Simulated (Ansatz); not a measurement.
Start from CdS in the zinc blende structure (space group F-43m, No. 216; a = 5.879 Å). Axes: x, y, z lie along the cube axes.

The change: biaxial strain −4.09 %, plane normal [001], relaxed out of plane (Cartesian); in-plane vectors clamped, the third vector and the atoms free.

Levels (all Ansatz, a program for electronic structure, PAW, earlier PAW set): r2SCAN (500 eV, without spin-orbit coupling); HSE06 (420 eV, scalar-relativistic without spin-orbit coupling).

The geometry is relaxed with r2SCAN.

| Quantity | Result |
|---|---|
| r2SCAN lowest conduction level above the VBM at special points | Γ 1.46 eV; N 3.27 eV; X 3.63 eV |

**Question.** How does going to HSE06 change the lowest conduction level above the VBM at special points?

**Answer.** The lowest conduction level above the VBM at special points becomes Γ 2.03 eV; N 3.90 eV; X 4.23 eV (r2SCAN: Γ 1.46 eV; N 3.27 eV; X 3.63 eV).

Single points use the geometry relaxed with r2SCAN. The levels and masses belong to the bands next to the band gap. Stability against distortions was not tested. k-point labels follow each cell's own Brillouin zone.
